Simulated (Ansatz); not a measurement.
For GaN (model structure, started from the BeO type, P4₂/mnm, No. 136, 8 atoms in the cell), PBEsol (PAW; Ansatz, an electronic-structure program) gives:

```
Item                        Value
-------------------  ------------
lattice parameter a       5.470 Å
lattice parameter c       3.183 Å
cohesive energy      4.78 eV/atom
band gap                  1.88 eV
```

Problem. What does r²SCAN+rVV10 in Ansatz (PAW) give for the same quantities?

Solution. 
- lattice constant a: 5.454 Å (drops by 0.3 %)
- lattice parameter c: 3.179 Å (shrinks by 0.1 %)
- cohesive energy: 4.57 eV/atom (shrinks by 0.21 eV/atom)
- band gap: 2.33 eV (goes up by 0.45 eV)

Changes are worked out from the printed values.

Unless a cell is named, each level is at its own relaxed cell (PBEsol 11.91, r²SCAN+rVV10 11.82 Å³/atom).

Spin–orbit coupling is included only where a level's name says +SOC; with heavier elements it mostly lowers gaps and can invert bands. Density-functional gaps are differences of (generalised) Kohn–Sham levels.

Ansatz's density-functional and Hartree–Fock values are scalar-relativistic unless marked +SOC, with PAW data made under PBE.

A model structure was made by putting elements into a prototype or built by hand; it is no filed structure, need not be a known phase, and can be a saddle point held by its symmetry.
